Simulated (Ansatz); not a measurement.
## GaSb (model structure, within 0.1 Å of Fm-3m, No. 225, 2 atoms in the cell): properties by level of theory

```csv
level (code),equilibrium volume per atom (Å³/atom),enthalpy of formation (eV/atom)
PBE (Ansatz),24.36,0.046
PBEsol (Ansatz),23.11,0.028
PBE-D3(BJ) (Ansatz),23.27,0.022
r²SCAN (Ansatz),23.63,0.062
```

Ansatz's density-functional and Hartree–Fock values are scalar-relativistic unless marked +SOC, with PAW data made under PBE.

The computed numbers hold no vibrational or temperature effects.

A model structure was made by putting elements into a prototype or built by hand; it is no filed structure, need not be a known phase, and can be a saddle point held by its symmetry.

Ansatz is a first-principles code.
